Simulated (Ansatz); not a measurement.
Results of PBEsol+SOC (Ansatz, a first-principles code, plane waves, PAW) for LuBeNO (model structure, started from the LaZnOP type, P4/nmm, No. 129, 8 atoms in the cell).

Numerical settings: plane-wave cutoff 520 eV, 10×10×6 k mesh (along the axes of the cell as run), Fermi–Dirac smearing 0.01 eV, PAW data made under PBE.

Cell (relaxed with PBEsol):

```
BeLuNO
1.0
    3.43621     0.00000     0.00000
    0.00000     3.43621     0.00000
    0.00000     0.00000     7.01222
Lu Be N O
2 2 2 2
Cartesian
  0.00000   1.71810   5.80424
  1.71810   0.00000   1.20798
  0.00000   0.00000   3.50611
  1.71810   1.71810   3.50611
  1.71810   0.00000   4.18997
  0.00000   1.71810   2.82225
  1.71810   1.71810   0.00000
  0.00000   0.00000   0.00000
```

Question: Give the computed band gap, smallest direct gap on the k points sampled and Γ–Γ gap.

Answer: 
- band gap: 3.48 eV (indirect)
- smallest direct gap on the k points sampled: 3.67 eV
- Γ–Γ gap: 3.72 eV

Note: the relaxation could raise the start's symmetry but not lower it, so the cell can be a saddle point; cell and atoms aren't relaxed at this level (largest force component 0.02 eV/Å, pressure -0.3 GPa).

The computed numbers hold no vibrational or temperature effects.

Cost on a shared machine: around 5 core-minutes (rough).

A model structure was made by putting elements into a prototype or built by hand; it is no filed structure, need not be a known phase, and can be a saddle point held by its symmetry.
